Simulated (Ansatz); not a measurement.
**WSi2 (model structure, started from the Al2Cu type, I4/mcm, No. 140, 6 atoms in the cell): properties by level of theory**

```tsv
level (code)	lattice parameter a (Å)	c axis length (Å)
PBE (Ansatz)	6.004	5.179
PBEsol (Ansatz)	5.962	5.128
PBE-D3(BJ) (Ansatz)	5.946	5.135
```

Ansatz's density-functional and Hartree–Fock values are scalar-relativistic unless marked +SOC, with PAW data made under PBE.

Static lattice: no zero-point or thermal effects.

A model structure was made by putting elements into a prototype or built by hand; it is no filed structure, need not be a known phase, and can be a saddle point held by its symmetry.

Ansatz is a first-principles code.
